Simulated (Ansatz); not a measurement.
Input and output of a relaxation of cell and atoms for LaAl₃Au (I4mm, 5 atoms in the cell) (Ansatz, a quantum-chemistry and plane-wave program).

Method: PBEsol, PAW files made with PBE (plane waves; Ansatz).

```yaml
crystal:
  lattice:
    - [-2.18146, 2.18146, 5.46097]
    - [2.18146, -2.18146, 5.46097]
    - [2.18146, 2.18146, -5.46097]
  atoms:
    - { symbol: La, position: [0.98908, 0.98908, 0.00000] }
    - { symbol: Al, position: [0.39835, 0.39835, 0.00000] }
    - { symbol: Al, position: [0.25027, 0.75027, 0.50000] }
    - { symbol: Al, position: [0.75027, 0.25027, 0.50000] }
    - { symbol: Au, position: [0.62802, 0.62802, 0.00000] }
```

Reference input (self-consistent single point, DFT, PBEsol, plane waves, PAW files made with PBE): kpoints.mp_grid.grid = 7 7 7; hamiltonian.xc = pbesol; hamiltonian.pseudopotentials = {kind: paw} (the program's default PAW files); scf.occupations.method = fermi_dirac; scf.occupations.width = 0.1 eV. This run's input differs from it in these lines:

```diff
@@ -18,2 +18,4 @@
   occupations: { method: fermi_dirac, width: 0.1 }
+relax:
+  cell: {}
 output:
```

Log, with long lists cut:

```
   [... SCF lines of the steps left out ...]
relax step   1: F+E_penalty+E_count = -20747.29953808 eV  Δ(F+E_penalty+E_count) = +0.000e0 eV  max|allowed force component| = 9.828e-2 eV/Å  Δτ_max = 0.0000 Å  P = -1.515 GPa  Ω = 103.949 Å³  (15 SCF iters, dr2 threshold 1.00e-7 eV, accepted)
relax step   2: F+E_penalty+E_count = -20747.30700859 eV  Δ(F+E_penalty+E_count) = -7.471e-3 eV  max|allowed force component| = 1.919e-2 eV/Å  Δτ_max = 0.0121 Å  P = +0.706 GPa  Ω = 101.488 Å³  energy of the carried Pulay correction = +3.465e-4 eV  [...]
   [... lines left out ...]
relax step   5: F+E_penalty+E_count = -20747.30895940 eV  Δ(F+E_penalty+E_count) = -5.605e-5 eV  max|allowed force component| = 3.602e-3 eV/Å  Δτ_max = 0.0013 Å  P = -0.008 GPa  Ω = 102.278 Å³  energy of the carried Pulay correction = +2.345e-4 eV  [...]
relax step   6: F+E_penalty+E_count = -20747.30874878 eV  Δ(F+E_penalty+E_count) = +2.106e-4 eV  max|allowed force component| = 3.643e-3 eV/Å  Δτ_max = 0.0000 Å  P = -0.011 GPa  Ω = 102.278 Å³  stress off target by 2.04e-2 GPa  SCF on the basis [...]
basis re-selected at this cell: Δ(F+E_penalty+E_count) = +2.106e-4 eV, ΔP = -0.003 GPa vs the last step
the relaxation is at rest under the 8 symmetry operations that the run kept from its start: a minimum is not shown …
Stability not checked: this state was not tested for a lower state beside it, because too few of the mixer's solves of this state at the end of the SCF gave a …
Free energy (F): -20747.308749 eV
Internal energy: -20747.260354 eV  (E = F + TS)
   [... lines left out ...]
Fermi energy:    10.975214 eV
  cell:  # Å, volume = 102.2777 Å³
   [... lines left out ...]
    - { symbol: La, position: [0.9898218269556307, 0.9898218269556307, -1.0005714674124359e-33] }
    - { symbol: Al, position: [0.3985295168326107, 0.3985295168326107, -1.0856075770645572e-33] }
    - { symbol: Al, position: [0.24989641872975893, 0.749896418729759, 0.5] }
    - { symbol: Al, position: [0.749896418729759, 0.24989641872975893, 0.5] }
    - { symbol: Au, position: [0.627845835177894, 0.627845835177894, 1.9036652485721461e-34] }
```

The run converged. 

Summary of the result:
```
Property                                                                                     Value
-----------------------------------------------  -------------------------------------------------
Free energy E − TS (on the zero of these files)                                     -20747.3087 eV
Fermi level (on the code's own zero)                                                      10.98 eV
Pressure                                                                                 -0.01 GPa
Largest force (vector length)                                                           0.004 eV/Å
Final cell                                       a = b = c = 6.2249 Å, α = β = 139.13°, γ = 59.18°
Final volume per atom                                                                     20.46 Å³
Relaxation steps                                                                                 6
```

The starting cell comes from a database of computed structures (which also holds hypothetical and non-ambient phases and stackings), without a prior relaxation at this level. The relaxation keeps the symmetry of its start, so its end need not be a minimum. Ansatz's pressure includes its estimate of the finite-basis (Pulay) stress.

Cost on one core of a shared machine: roughly 40 s.

Keys are those of Ansatz 0.2.
